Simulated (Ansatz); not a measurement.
An input for Ansatz (LDA) and the part of its output that reports the quasi-harmonic study. Lengths are of the primitive cell. Dynamical quadrupoles are not included in the interpolation of the phonons between the solved wave vectors.

Ansatz 0.2 input:
```yaml
crystal:
  lattice:
    - [0.0, 2.8143865662, 2.8143865662]
    - [2.8143865662, 0.0, 2.8143865662]
    - [2.8143865662, 2.8143865662, 0.0]
  atoms:
    - { symbol: As, position: [0.25, 0.25, 0.25] }
    - { symbol: Al, position: [0.0, 0.0, 0.0] }
kpoints:
  mp_grid: { grid: [10, 10, 10] }
hamiltonian:
  xc: lda
  pseudopotentials: { kind: paw }
scf:
  occupations: { method: fixed }
phonons:
  method: dfpt
  qmesh: [5, 5, 5]
  temperatures: { t_max: 1000, t_step: 25 }
  thermal_expansion: {}
checkpoint:
  write: run
```

```
--- Thermal expansion: 10 cells in 3 rounds, 0 GPa ---
  no lower state was reached at cell 4
  without vibrations: a 3.98037, b 3.98037, c 3.98037 Å, V 44.5920 Å³, B 75.52 GPa
  at 0 K: a 3.98613, b 3.98613, c 3.98613 Å, V 44.7857 Å³, B 74.45 GPa
  zero-point expansion: a +0.145, b +0.145, c +0.145, V +0.434 %
      T/K        a/Å        b/Å        c/Å       V/Å³ | expansion of a, b, c, V (1e-6/K)   | that of V in the mean from 25 °C | C_P, C_V (J/mol K of the cell) | B_T, B_S (GPa)
     0.00    3.98613    3.98613    3.98613    44.7857 |    0.00    0.00    0.00    0.00 |    4.93 |     0.000     0.000 |    74.45    74.45
   100.00    3.98598    3.98598    3.98598    44.7806 |    0.23    0.23    0.23    0.68 |    7.98 |    23.374    23.373 |    74.21    74.21
   200.00    3.98667    3.98667    3.98667    44.8039 |    2.94    2.94    2.94    8.82 |   10.82 |    38.451    38.420 |    73.51    73.57
   298.15    3.98808    3.98808    3.98808    44.8515 |    4.12    4.12    4.12   12.35 |       - |    44.084    43.994 |    72.70    72.84
   375.00    3.98942    3.98942    3.98942    44.8968 |    4.59    4.59    4.59   13.77 |   13.12 |    46.143    46.005 |    72.03    72.25
   475.00    3.99134    3.99134    3.99134    44.9614 |    4.97    4.97    4.97   14.90 |   13.85 |    47.607    47.404 |    71.16    71.47
   575.00    3.99337    3.99337    3.99337    45.0302 |    5.22    5.22    5.22   15.67 |   14.39 |    48.441    48.172 |    70.28    70.68
   675.00    3.99550    3.99550    3.99550    45.1022 |    5.42    5.42    5.42   16.26 |   14.83 |    48.971    48.635 |    69.41    69.89
   775.00    3.99770    3.99770    3.99770    45.1768 |    5.59    5.59    5.59   16.76 |   15.21 |    49.340    48.935 |    68.53    69.10
   875.00    3.99996    3.99996    3.99996    45.2536 |    5.74    5.74    5.74   17.21 |   15.54 |    49.617    49.139 |    67.66    68.32
   975.00    4.00229    4.00229    4.00229    45.3325 |    5.88    5.88    5.88   17.63 |   15.84 |    49.837    49.285 |    66.79    67.54
  1000.00    4.00288    4.00288    4.00288    45.3525 |    5.91    5.91    5.91   17.73 |   15.91 |    49.886    49.315 |    66.57    67.34
  the static fit leaves 0.000 meV an atom of the energies and, of the stresses, 0.000 GPa of each cell's largest along a strain (root mean squares over the cells), whose Pulay part it has at -0.007 GPa
  vibrations' free energy: its fit passes through its cells
  the electrons' free energy at temperature is not in it: every band gap is over 1.03 eV
  free energies summed between the sampled wave vectors
  estimated error of the fitted expansion in any direction: up to 0.045e-6/K, at 1000 K, with few degrees of freedom (an estimate, not a bound: it was exceeded on models of known expansion)
  by sums over the sampled wave vectors an expansion of the volume parts by up to 0.32e-6/K
  by a static energy of one degree less an expansion of the volume parts by up to 0.00e-6/K
  band gaps on the cells' k-points are 1.273 to 1.379 eV
```

Warnings of the run: phonon_interpolation_lacks_quadrupole_term, thermal_expansion_settings.

Cost: very roughly 100 core-minutes.

The crystal is held in this phase throughout; melting and phase transitions are not modelled.

The PAW data sets were generated under PBE and serve the other functionals too.

Ansatz is a program for electronic structure.
